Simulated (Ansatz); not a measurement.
# SiO2 under a change: uniaxial strain ε_zz = +0.75 %

Consider SiO2 (space group P3_221, No. 154; a = 4.866 Å, c = 5.365 Å). Axes: x lies along a and z along c of the hexagonal cell.

It is then changed as follows: uniaxial strain ε_zz = +0.75 %, all other strain components held at zero, atoms relaxed at fixed cell.

Calculations: Ansatz (a first-principles code) LDA, no SOC. Settings: 8×8×6 k-points, 0.05 eV Fermi–Dirac smearing.

The volume per atom grows by 0.092 Å³, from 12.22 Å³ to 12.32 Å³ and the space group is still P3_221 (No. 154). The energy hardly moves and the pressure (mean of the normal stresses, compression positive) goes from zero to -0.31 GPa. The band gap falls by 0.02 eV to 5.81 eV (an upper bound: an edge found on the path is not a true extremum; the changed cell) and the largest internal atomic displacement comes out as 0.014 Å. The stress (xx, yy, zz, yz, xz, xy; compression positive) is (-0.08, -0.08, -0.76, 0.00, 0.00, 0.00) GPa.

No phonon test of stability was made.
